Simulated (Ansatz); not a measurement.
Consider CdGeAs₂ in the chalcopyrite structure (space group I-42d, No. 122; a = 5.8735 Å, c = 11.2264 Å). Axes: x, y, z lie along a, b, c of the conventional cell.

Computed with LDA, PAW, 420 eV (Ansatz, a first-principles code; no spin-orbit coupling).

It is then changed as follows: the cell is stretched by 0.75 % along z with no lateral relaxation, atoms relaxed at fixed cell.

**Question.** What does the calculation give for the energy relative to the base after the change?

**Answer.** The energy increases by 0.4 meV/atom.

**Question.** What does the calculation give for the stress after the change?

**Answer.** The stress (xx, yy, zz, yz, xz, xy; compression positive) comes out as (-0.38, -0.38, -0.64, 0.00, 0.00, 0.00) GPa.

The cells carry an imposed strain or load. Whether these cells are dynamically stable was not tested.
